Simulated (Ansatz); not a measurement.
## NaSrH₃ (model structure, started from the KMgH3 type, Pm-3m, No. 221, 5 atoms in the cell)

All values below come from r²SCAN+SOC in Ansatz (plane waves, PAW).

Numerical settings: plane-wave cutoff 560 eV, 8×8×8 k mesh, Fermi–Dirac smearing 0.01 eV, PAW data made under PBE.

Cell (relaxed with PBEsol):

NaSrH3 is modelled in the cubic space group Pm-3m (No. 221), the cubic perovskite structure, Pearson symbol cP5. Cell: a = 4.6408 Å, b = 4.6408 Å, c = 4.6408 Å, α = 90.00°, β = 90.00°, γ = 90.00°. Na on 1a sees no neighbour by this rule. Sr on 1b is coordinated by 6 H at 2.320 Å (octahedral). H on 3c is surrounded by 2 Sr at 2.320 Å (linear). (Neighbours: up to the widest gap in distance over summed covalent radii, below 1.35, at either atom; cation-cation and far metal-metal contacts left out.)

| Property | Value |
|---|---|
| band gap | 2.41 eV (indirect) |
| smallest direct gap on the k points sampled | 2.72 eV |
| direct gap at Γ | 7.25 eV |

Note: the relaxation could raise the start's symmetry but not lower it, so the cell can be a saddle point; cell and atoms aren't relaxed at this level (pressure 0.7 GPa).

The computed numbers hold no vibrational or temperature effects.

A model structure was made by putting elements into a prototype or built by hand; it is no filed structure, need not be a known phase, and can be a saddle point held by its symmetry.

Ansatz is a first-principles code.
